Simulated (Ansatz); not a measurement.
Start from ZrSi2 (space group Cmcm, No. 63).

```yaml
crystal:
  lattice:
    - [1.85229, -7.39763, 0.00000]
    - [1.85229, 7.39763, 0.00000]
    - [0.00000, 0.00000, 3.67900]
  atoms:
    - { symbol: Si, position: [0.94686, 0.05314, 0.75000] }
    - { symbol: Si, position: [0.05314, 0.94686, 0.25000] }
    - { symbol: Si, position: [0.24979, 0.75021, 0.75000] }
    - { symbol: Si, position: [0.75021, 0.24979, 0.25000] }
    - { symbol: Zr, position: [0.60539, 0.39461, 0.75000] }
    - { symbol: Zr, position: [0.39461, 0.60539, 0.25000] }
```

Method: PBE (Ansatz, a quantum-chemistry and plane-wave program), spin-orbit coupling left out, earlier PAW set.

Base values:

- Band gap = zero
- Pressure = 0.0 GPa

One thing is altered: every lattice vector is shortened by 1.37 %; the atoms relax in the strained cell.

What does the calculation give for the band gap after the change?

The band gap stays zero.

What happens to the pressure?

The pressure (mean of the normal stresses, compression positive) goes from zero to 5.8 GPa.

What happens to the energy relative to the base?

The energy rises by 12 meV/atom.

Whether these cells are dynamically stable was not tested. All final runs are without spin polarisation.
